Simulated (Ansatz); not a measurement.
Ge3N4 (P6₃/m, No. 176; cell taken from a computed entry): Voigt–Reuss–Hill bulk modulus by level of theory

No measured value is used here.

Task: Put these levels in order of the Voigt–Reuss–Hill bulk modulus that they give for Ge3N4 (P6₃/m, No. 176; cell taken from a computed entry), smallest first: LDA (Ansatz, a program for electronic structure), PBE (Ansatz), PBEsol (Ansatz).

Result: PBE (174 GPa), PBEsol (187 GPa), LDA (199 GPa)

Unless a cell is named, each level is at its own relaxed cell (LDA 12.09, PBE 12.73, PBEsol 12.39 Å³/atom).

PBEsol, PBE, LDA: the relaxation could not lower the start's symmetry, so the cell can be a saddle point above a distorted one. Each level is taken at its own relaxed cell. Ansatz's density-functional and Hartree–Fock values are scalar-relativistic unless marked +SOC, with PAW data made under PBE.
